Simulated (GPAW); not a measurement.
## A self-consistent single point of NiGePd (P4/nmm, 6 atoms in the cell) with GPAW

Method of the run: PBEsol, GPAW PAW datasets PBEsol (made by gpaw-setup) (plane waves; GPAW).

This input was run:

```python
from ase import Atoms
from ase.units import GPa
from gpaw import GPAW

atoms = Atoms(['Ni', 'Ni', 'Ge', 'Ge', 'Pd', 'Pd'],
              cell=[[3.617401, 0.000000, 0.000000],
                    [0.000000, 3.617401, 0.000000],
                    [0.000000, 0.000000, 6.229986]],
              scaled_positions=[[0.500000, 0.500000, 0.000000],
                                [0.000000, 0.000000, 0.000000],
                                [0.500000, 0.000000, 0.244010],
                                [0.000000, 0.500000, 0.755990],
                                [0.500000, 0.000000, 0.639750],
                                [0.000000, 0.500000, 0.360250]],
              pbc=True)

calc = GPAW(mode={'name': 'pw', 'ecut': 850},
            xc='PBEsol',
            kpts=(7, 7, 5),
            occupations={'name': 'methfessel-paxton', 'width': 0.136, 'order': 0},
            nbands=-10,
            convergence={'forces': 0.001},
            symmetry={'symmorphic': False, 'tolerance': 0.0005},
            maxiter=150,
            txt='-')

atoms.calc = calc

energy = atoms.get_potential_energy()
print('Energy (eV):', round(energy, 6))
forces = atoms.get_forces()
print('Forces (eV/Ang):')
print(forces.round(5))
stress = atoms.get_stress()
print('Stress (GPa, Voigt):', (stress / GPa).round(4))
```

Log, with long lists cut:

```
Input parameters:
  convergence: {forces: 0.001}
  kpts: [7 7 5]
  maxiter: 150
  mode: {ecut: 850,
         name: pw}
  nbands: -10
  occupations: {name: methfessel-paxton,
                order: 0,
                width: 0.136}
  symmetry: {symmorphic: False,
             tolerance: 0.0005}
  xc: PBEsol

species:
  Ni:
    name: Nickel
    Z: 28.0
    valence: 16
    core: 12
    charge: 0.0
    file: Ni.PBEsol.gz

    # Using partial waves for Ni as LCAO basis

  Ge:
    name: Germanium
    Z: 32.0
    valence: 4
    core: 28
    charge: 0.0
    file: Ge.PBEsol.gz

    # Using partial waves for Ge as LCAO basis

  Pd:
    name: Palladium
    Z: 46.0
    valence: 16
    core: 30
    charge: 0.0
    file: Pd.PBEsol.gz

    # Using partial waves for Pd as LCAO basis

Reference energy: -471097.897908  # eV

Spin-paired calculation

Convergence criteria:
 Maximum [total energy] change in last 3 cyles: 0.0005 eV / valence electron
 Maximum integral of absolute [dens]ity change: 0.0001 electrons / valence electron
 Maximum integral of absolute [eigenst]ate change: 4e-08 eV^2 / valence electron
 Maximum change in the atomic [forces] across last 2 cycles: 0.001 eV/Ang OR
Maximum error relative to the maximum force is below inf
 Maximum number of scf [iter]ations: 150

Symmetries present (total): 16
Symmetries with fractional translations: 8
245 k-points: 7 x 7 x 5 Monkhorst-Pack grid
30 k-points in the irreducible part of the Brillouin zone
       k-points in crystal coordinates                weights
   0:     0.00000000    0.00000000    0.00000000          1/245
   1:     0.00000000    0.00000000    0.20000000          2/245
   2:     0.00000000    0.00000000    0.40000000          2/245
   [... 7 lines left out ...]
          ...
  29:     0.42857143    0.42857143    0.40000000          8/245

Wave functions: Plane wave expansion
  Cutoff energy: 850.000 eV
  Number of coefficients (min, max): 4560, 4618
  Pulay-stress correction: 0.000000 eV/Ang^3 (de/decut=0.000000)

Occupation numbers: Methfessel-Paxton:
  width: 0.1360  # eV
  order: 0

Eigensolver

Densities:
  Coarse grid: 28*28*42 grid
  Fine grid: 56*56*84 grid
  Total Charge: 0.000000

Density mixing:
  Method: separate
  Backend: pulay
  Linear mixing parameter: 0.05
  old densities: 5
  Damping of long wavelength oscillations: 50

Hamiltonian:
  XC and Coulomb potentials evaluated on a 56*56*84 grid
  External potential:
    NoExternalPotential

XC parameters: PBEsol with 2 nearest neighbor stencil

Number of atoms: 6
Number of atomic orbitals: 56
Number of bands in calculation: 46
Number of valence electrons: 72
Bands to converge: occupied

Density initialized from atomic densities
  46 bands from LCAO basis set

Atomic positions and initial magnetic moments

Positions:
   0 Ni     1.808701    1.808701    0.000000    ( 0.0000,  0.0000,  0.0000)
   1 Ni     0.000000    0.000000    0.000000    ( 0.0000,  0.0000,  0.0000)
   2 Ge     1.808701    0.000000    1.520179    ( 0.0000,  0.0000,  0.0000)
   3 Ge     0.000000    1.808701    4.709807    ( 0.0000,  0.0000,  0.0000)
   4 Pd     1.808701    0.000000    3.985634    ( 0.0000,  0.0000,  0.0000)
   5 Pd     0.000000    1.808701    2.244352    ( 0.0000,  0.0000,  0.0000)

Unit cell:
           periodic     x           y           z      points  spacing
  1. axis:    yes    3.617401    0.000000    0.000000    28     0.1292
  2. axis:    yes    0.000000    3.617401    0.000000    28     0.1292
  3. axis:    yes    0.000000    0.000000    6.229986    42     0.1483

  Lengths:   3.617401   3.617401   6.229986
  Angles:   90.000000  90.000000  90.000000

Effective grid spacing dv^(1/3) = 0.1353

     iter     time        total  log10-change:
                         energy   eigst   dens  force
iter:   1 --:--:--   -53.096365
iter:   2 --:--:--   -42.400441   -0.35  -1.22
iter:   3 --:--:--   -38.646941   -0.59  -1.35
iter:   4 --:--:--   -38.160343   -1.66  -1.49
iter:   5 --:--:--   -38.444311   -1.24  -1.59
iter:   6 --:--:--   -38.626620   -2.26  -1.78
iter:   7 --:--:--   -37.968659   -1.74  -1.80
iter:   8 --:--:--   -37.989412   -2.54  -2.33
iter:   9 --:--:--   -37.959111c  -3.57  -2.40
iter:  10 --:--:--   -37.952639   -2.61  -2.46
iter:  11 --:--:--   -37.947746c  -3.58  -2.74
iter:  12 --:--:--   -37.946640c  -4.09  -2.91
iter:  13 --:--:--   -37.946424c  -4.48  -3.08
iter:  14 --:--:--   -37.946413c  -5.01  -3.41
iter:  15 --:--:--   -37.946370c  -5.77  -3.53
iter:  16 --:--:--   -37.946310c  -6.29  -3.73
iter:  17 --:--:--   -37.946282c  -5.50  -3.83
iter:  18 --:--:--   -37.946282c  -6.79  -4.26c
iter:  19 --:--:--   -37.946283c  -7.71c -4.32c
iter:  20 --:--:--   -37.946285c  -7.10  -4.34c
iter:  21 --:--:--   -37.946283c  -7.91c -4.50c -2.35
iter:  22 --:--:--   -37.946282c  -7.76c -4.56c -2.25
iter:  23 --:--:--   -37.946282c  -7.61c -4.66c -2.20
iter:  24 --:--:--   -37.946284c  -7.67c -4.86c -2.77
iter:  25 --:--:--   -37.946283c  -8.51c -5.06c -3.38c

Converged after 25 iterations.

Dipole moment: (-0.000000, -0.000000, -0.000000) |e|*Ang

Energy contributions relative to reference atoms: (reference = -471097.897908)

Kinetic:        +33.687479
Potential:      -33.849358
External:        +0.000000
XC:             -37.628155
Entropy (-ST):   -0.007423
Local:           -0.152537
SIC:             +0.000000
--------------------------
Free energy:    -37.949995
Extrapolated:   -37.946283

Showing only first 2 kpts
 Kpt  Band  Eigenvalues  Occupancy
  0    34      9.46887    2.00000
  0    35      9.49606    2.00000
  0    36      9.49606    2.00000
  0    37     13.82740    0.00000

  1    34      9.46887    2.00000
  1    35     10.01453    0.56967
  1    36     10.01453    0.56967
  1    37     13.21082    0.00000

Fermi level: 9.95985

No gap
No difference between direct/indirect transitions
Energy (eV): -37.946283

Forces in eV/Ang:
  0 Ni    0.00000    0.00000    0.00000
  1 Ni    0.00000    0.00000    0.00000
  2 Ge    0.00000    0.00000    0.20849
  3 Ge    0.00000    0.00000   -0.20849
  4 Pd    0.00000    0.00000   -0.01129
  5 Pd    0.00000    0.00000    0.01129

Stress tensor:
     0.018740     0.000000     0.000000
     0.000000     0.018740     0.000000
     0.000000     0.000000     0.016801
Stress (GPa, Voigt): [3.0024 3.0024 2.6919 0.     0.     0.    ]
```

The run converged in 25 iterations. GPAW prints stress with tension positive.

The starting cell comes from a database of computed structures (which also holds hypothetical and non-ambient phases and stackings), without a prior relaxation at this level. Its lattice was rescaled by a random factor within 2.5 % of one. Spin polarisation is off.

Cost on one core of a shared machine: roughly 5 min.
